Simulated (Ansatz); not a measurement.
Worked example: self-consistent single point of Si2W (I4/mmm, 3 atoms in the cell) in Ansatz (a quantum-chemistry and plane-wave program).

Computed with PBE (plane waves, PAW; Ansatz).

```xyz
3
Lattice="-1.5807 1.5807 3.8363 1.5807 -1.5807 3.8363 1.5807 1.5807 -3.8363" Properties=species:S:1:pos:R:3 pbc="T T T"
Si     0.0000     0.0000     2.5702
Si     0.0000     0.0000     5.1023
W      0.0000     0.0000     0.0000
```

Reference input (self-consistent single point, DFT, PBE, plane waves, default PAW files): basis.ecutwfc = 30.9 Ry; kpoints.mp_grid.grid = 10 10 10; hamiltonian.xc = pbe; hamiltonian.pseudopotentials = {kind: paw} (the program's default PAW files); scf.occupations.method = methfessel_paxton; scf.occupations.width = 0.0073 Ry. This run's input differs from it in these lines:

Ansatz 0.2 input:
```diff
@@ -12,3 +12,3 @@
 kpoints:
-  mp_grid: { grid: [10, 10, 10] }
+  mp_grid: { grid: [8, 8, 8] }
 hamiltonian:
```

Output, abridged:

```
SCF iter   1: F=—  HF=-11657.322669 eV  |F-HF|=—  |Δ(HF+E_count)|=         —  Δρ=3.68e-3  dr2=2.18e-3  ethr=1.77e-3  ⟨swp⟩=5.0  Hψ=5097  notcnv=0
all-band conjugate gradients solve this SCF's bands
preconditioner: auto → none
SCF iter   2: F=—  HF=-11657.322727 eV  |F-HF|=—  |Δ(HF+E_count)|=   5.80e-5  S|Δr|=    0.00e0  Δρ=1.80e-3  dr2=3.49e-4  ethr=9.89e-6  ⟨swp⟩=2.0  Hψ=1771  notcnv=0
SCF iter   3: F=—  HF=-11657.322879 eV  |F-HF|=—  |Δ(HF+E_count)|=   1.52e-4  S|Δr|=    0.00e0  Δρ=4.10e-4  dr2=2.52e-5  ethr=1.59e-6  ⟨swp⟩=1.0  Hψ=881  notcnv=0
SCF iter   4: F=—  HF=-11657.322883 eV  |F-HF|=—  |Δ(HF+E_count)|=   3.74e-6  S|Δr|=    0.00e0  Δρ=3.12e-5  dr2=2.61e-7  ethr=1.14e-7  ⟨swp⟩=2.3  Hψ=1209  notcnv=0
SCF iter   5: F=-11657.322883 eV  HF=-11657.322883 eV  |F-HF|=2.30e-8  |Δ(HF+E_count)|=   2.04e-8  S|Δr|=    0.00e0  Δρ=6.81e-6  dr2=2.80e-8  ethr=4.55e-10  ⟨swp⟩=6.2  Hψ=4092  notcnv=0
SCF 1 converged in 5 iterations: F = -11657.322883 eV  dr2 = 2.80e-8
Stability not checked (fill_not_monotonic)
Free energy (F): -11657.322883 eV
Internal energy: -11657.323079 eV  (E = F + TS)
E sigma→0 (E₀):  -11657.322932 eV
Entropy (-TS):   0.000196 eV (0.065 meV/atom)
Fermi energy:    17.666112 eV
--- Forces (eV/Å), atoms counted from 1 ---
  atom   1  Si    -0.00000000    -0.00000000    -0.21930241
  atom   2  Si    -0.00000000    -0.00000000     0.21930241
  atom   3  W      0.00000000     0.00000000     0.00000000
--- Stress (GPa, compression-positive) ---
       16.208431       0.000000       0.000000
        0.000000      16.208431       0.000000
       -0.000000       0.000000      19.987769
  P = ⅓ Tr σ = 17.4682 GPa (174.682 kbar)
  The stress holds the Pulay correction. Without it, at fixed plane waves, as pw.x and ABINIT print it: P = 17.4157 GPa
```

The run converged in 5 iterations. Against the reference run the free energy drops by 1.6 meV/atom, the pressure moves little (17.51 to 17.47 GPa) and the largest force goes from 0.229 to 0.219 eV/Å.

The starting cell comes from a database of computed structures (which also holds hypothetical and non-ambient phases and stackings), without a prior relaxation at this level. Its lattice was rescaled by a random factor within 2.5 % of one. Spin polarisation is off. With a pressure of about 17 GPa the cell is away from its equilibrium volume at this level. Ansatz's pressure includes its estimate of the finite-basis (Pulay) stress.
